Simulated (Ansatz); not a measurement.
Take CaF2 in the fluorite structure (space group Fm-3m, No. 225; a = 5.421 Å) as the base.

Modification: a negative pressure, −2 GPa.

Levels (all Ansatz, a quantum-chemistry and plane-wave program, PAW): PBEsol (420 eV, no SOC); r2SCAN (500 eV, no SOC).

The geometry is relaxed with PBEsol.

| Property | Value |
|---|---|
| PBEsol pressure | -1.99 GPa |
| PBEsol electron mass | 0.55 mₑ (at Γ) |
| PBEsol lowest conduction level above the VBM at special points | Γ 7.11 eV; X 8.03 eV; K 8.29 eV; U 8.29 eV |

With r2SCAN at the same geometry, the pressure rises by 0.775 GPa, from -1.99 GPa to -1.21 GPa; the electron mass becomes 0.56 mₑ (at Γ) (PBEsol: 0.55 mₑ (at Γ)); the lowest conduction level above the VBM at special points becomes Γ 7.95 eV; X 8.75 eV; K 9.02 eV; U 9.02 eV (PBEsol: Γ 7.11 eV; X 8.03 eV; K 8.29 eV; U 8.29 eV).

Single points use the geometry relaxed with PBEsol. Their cutoffs differ, which shifts pressures a little. The levels and masses belong to the bands next to the band gap. Load acts through the strain it causes; cell and atoms are relaxed under it. Masses are band curvatures over ±0.01 Å⁻¹ around the edge. Whether these cells are dynamically stable was not tested.
